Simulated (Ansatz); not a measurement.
# Short convergence ladders for BePd (P4mm, 2 atoms in the cell)

```yaml
crystal:
  lattice:
    - [2.80321, 0.00000, 0.00000]
    - [0.00000, 2.80321, 0.00000]
    - [0.00000, 0.00000, 2.80321]
  atoms:
    - { symbol: Be, position: [0.00000, 0.00000, 0.01784] }
    - { symbol: Pd, position: [0.50000, 0.50000, 0.50000] }
```

Base method: PBEsol, default PAW files made with PBE (plane waves; Ansatz, a quantum-chemistry and plane-wave program).

Base settings: basis.ecutwfc = 420 eV; kpoints.mp_grid.grid = 12 12 12; hamiltonian.xc = pbesol; hamiltonian.pseudopotentials = {kind: paw} (the program's default PAW files); scf.occupations.method = fermi_dirac; scf.occupations.width = 0.1 eV.

The count of work is k-points × plane waves × bands × iterations; it is no time. 

**The cutoff for other potential files**

Level: DFT, PBEsol, plane waves, harder PAW files (source: ansatz) made with PBE.

In this ladder: hamiltonian.pseudopotentials = {kind: paw, source: ansatz}.

The second cell is the first with its lattice scaled by 0.98.

The mesh stays at the base's, so the ladder's end is converged at best in this setting alone.

The first pressure column holds Ansatz's estimate of the finite-basis (Pulay) stress, which hides part of the cutoff error; the other is without it.

Only quantities that move along the ladder and can be compared are tabulated.

| basis.ecutwfc | free energy less the last step's (meV/atom) | energy of the compressed cell less the first (meV/atom) | pressure (GPa) | pressure without the Pulay estimate (GPa) | count of work / last |
|---|---|---|---|---|---|
| 430 eV | 436.32 | 24.51 | -0.43 | -39.44 | 0.11 |
| 530 eV | 56.50 | 21.30 | -0.84 | -6.43 | 0.15 |
| 670 eV | 4.29 | 21.26 | -0.85 | -1.33 | 0.21 |
| 815 eV | 1.06 | 21.26 | -0.85 | -0.88 | 0.29 |
| 960 eV | 0.67 | 21.25 | -0.86 | -0.88 | 0.36 |
| 1150 eV | 0.40 | 21.25 | -0.86 | -0.87 | 0.46 |
| 1440 eV | 0.17 | 21.24 | -0.86 | -0.86 | 0.67 |
| 1920 eV | 0.00 | 21.24 | -0.86 | -0.86 | 1.0 |

Coarsest basis.ecutwfc that holds the pressure within 0.05 GPa of the last step, with all finer ones: 530 eV, at 0.15 of the last step's count of work; the step before is off by 0.43 GPa.

Coarsest basis.ecutwfc that holds the pressure without the Pulay estimate within 0.1 GPa of the last step, with all finer ones: 815 eV, at 0.29 of the last step's count of work; the step before is off by 0.47 GPa.

Coarsest basis.ecutwfc that holds the energy of the compressed cell less the first within 2 meV/atom of the last step, with all finer ones: 530 eV, at 0.15 of the last step's count of work; the step before is off by 3.3 meV/atom.

The energy difference between the two cells stays within 1 meV/atom of the last step's from 530 eV on, the total only from 960 eV on: much of the error is common to both cells and cancels.

At the lowest cutoff the pressure without the Pulay estimate lies 38.6 GPa under the last step's, the usual sign of Pulay stress in an incomplete plane-wave basis.

**The relaxed cell against the cutoff**

On BePd (Pm-3m, 2 atoms in the cell): atoms on their sites.

In this ladder: relax = cell and atoms.

The mesh stays at the base's, so the ladder's end is converged at best in this setting alone.

Only quantities that move along the ladder and can be compared are tabulated.

| basis.ecutwfc | relaxed volume (Å³/atom) | relaxation steps |
|---|---|---|
| 210 eV | 11.715 | 54 |
| 250 eV | 11.187 | 15 |
| 295 eV | 10.956 | 9 |
| 355 eV | 10.955 | 6 |
| 420 eV | 10.957 | 4 |
| 505 eV | 10.956 | 4 |
| 630 eV | 10.956 | 4 |
| 840 eV | 10.956 | 4 |

Coarsest basis.ecutwfc that holds the relaxed volume within 0.011 Å³/atom of the last step, with all finer ones: 295 eV; the step before is off by 0.23 Å³/atom.

At the lowest cutoff the cell relaxes to a volume 6.9 % larger than at the highest. Ansatz relaxes on a stress corrected for the finite basis.

On the base run: the starting cell comes from a database of computed structures (which also holds hypothetical and non-ambient phases and stackings), without a prior relaxation at this level. Its lattice was rescaled by up to half a per cent. One atom was moved a little off its site on purpose. Spin polarisation is off.

Keys are those of Ansatz 0.2.
